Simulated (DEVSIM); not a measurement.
Structure: abrupt Si p-n junction, at 400 K.

```
layer (left to right)  material  thickness (μm)  Nd (cm⁻³)  Na (cm⁻³)  τn (s)  τp (s)
---------------------  --------  --------------  ---------  ---------  ------  ------
1                            Si            3.00          -     6.4e18  4.8e-7  4.8e-7
2                            Si            17.0     6.3e16          -  4.8e-7  4.8e-7
```

Left contact: ohmic. Right contact: ohmic. Voltage is applied to the left contact. Recombination: SRH at mid-gap, radiative, Auger. Mobility is μmin + (μ − μmin)/(1 + (N/Nref)^α).

Constants are typed, rounded textbook-type inputs, not results; the design itself was drawn at random and stands for no fabricated device. Values at 300 K; Nc and Nv go as T^1.5, mobilities as T to minus their exponent, the gap by Varshni's rule with the affinity fixed.

| parameter | Si |
|---|---|
| gap (eV) | 1.124 |
| affinity (eV) | 4.05 |
| permittivity | 11.7 |
| Nc (cm⁻³) | 2.86e19 |
| Nv (cm⁻³) | 3.1e19 |
| μn (cm²/Vs) | 1417 |
| μp (cm²/Vs) | 470 |
| μn,min | 52 |
| μp,min | 45 |
| Nref,n | 9.7e16 |
| Nref,p | 2.2e17 |
| αn | 0.68 |
| αp | 0.72 |
| T exponent of μn | 2.3 |
| T exponent of μp | 2.2 |
| B (cm³/s) | 4.7e-15 |
| Cn (cm⁶/s) | 2.8e-31 |
| Cp (cm⁶/s) | 9.9e-32 |
| Varshni α (eV/K) | 0.000473 |
| Varshni β (K) | 636 |

Simulated with DEVSIM: 1D drift-diffusion, Boltzmann statistics, complete ionisation; no tunnelling, impact ionisation, image-force lowering or self-heating.

Base results: dark forward voltage at 100 A/cm² (V) 0.693; potential step across the device at zero bias (V) 0.801; largest field in the device at zero bias (V/cm) 180000; dark forward voltage at 1 A/cm² (V) 0.507.

**Question.** What follows from this one change: doping Na of layer 1 6.4e+18 → 1.9e+19 cm^-3?

**Answer.** dark forward voltage at 100 A/cm² little changed (0.693 V); potential step across the device at zero bias 0.801 → 0.839 V; largest field in the device at zero bias 180000 → 280000 V/cm; dark forward voltage at 1 A/cm² little changed (0.507 V).

**Question.** What follows from this one change: minority lifetime in layer 2 4.8e-07 → 1.4e-05 s?

**Answer.** dark forward voltage at 100 A/cm² little changed (0.696 V); potential step across the device at zero bias little changed (0.801 V); largest field in the device at zero bias little changed (180000 V/cm); dark forward voltage at 1 A/cm² 0.507 → 0.515 V.

**Question.** What follows from this one change: temperature 400 → 350 K?

**Answer.** dark forward voltage at 100 A/cm² 0.693 → 0.764 V; potential step across the device at zero bias 0.801 → 0.865 V; largest field in the device at zero bias little changed (180000 V/cm); dark forward voltage at 1 A/cm² 0.507 → 0.603 V.

**Question.** What follows from this one change: thickness of layer 2 17 → 10 μm?

**Answer.** dark forward voltage at 100 A/cm² 0.693 → 0.671 V; potential step across the device at zero bias little changed (0.801 V); largest field in the device at zero bias little changed (180000 V/cm); dark forward voltage at 1 A/cm² 0.507 → 0.494 V.

**Question.** What follows from this one change: constant mobility in place of the doping-dependent one?

**Answer.** dark forward voltage at 100 A/cm² 0.693 → 0.674 V; potential step across the device at zero bias little changed (0.801 V); largest field in the device at zero bias little changed (180000 V/cm); dark forward voltage at 1 A/cm² 0.507 → 0.495 V.
